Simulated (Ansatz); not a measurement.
Band structure of KMgF₃ (Pm-3m, 5 atoms in the cell).

```
CELL_PARAMETERS angstrom
      3.99000     0.00000     0.00000
      0.00000     3.99000     0.00000
      0.00000     0.00000     3.99000
ATOMIC_POSITIONS crystal
  K  0.00000 0.00000 0.00000
  Mg 0.50000 0.50000 0.50000
  F  0.50000 0.00000 0.50000
  F  0.00000 0.50000 0.50000
  F  0.50000 0.50000 0.00000
```

Method of the run: PBE (plane waves, PAW; Ansatz, a program for electronic structure).

Settings: basis.ecutwfc = 420 eV; kpoints.mp_grid.grid = 4 4 4; hamiltonian.xc = pbe; hamiltonian.pseudopotentials = {kind: paw} (the program's default PAW files); scf.occupations.method = fermi_dirac; scf.occupations.width = 0.05 eV; kpoints.band_path.npoints = 8.

The starting cell has typed, rounded lattice constants, without a prior relaxation at this level.

Predict the gap along the standard path and the places of the band edges.

The gap along the path is 7.31 eV, from R to Γ; the smallest direct gap on it is 7.63 eV.

Levels in eV from the top of the valence band on the path, bands 17 to 24:
```csv
point,17,18,19,20,21,22,23,24
Γ,-0.62,-0.32,-0.32,-0.32,7.31,10.09,10.09,12.21
X,-0.86,-0.86,-0.53,-0.53,10.11,10.44,11.11,12.76
M,-1.03,-0.89,-0.89,-0.02,10.91,11.68,12.62,12.62
R,-1.11,0.00,0.00,0.00,10.45,10.45,10.45,13.95
```

Keys are those of Ansatz 0.2.
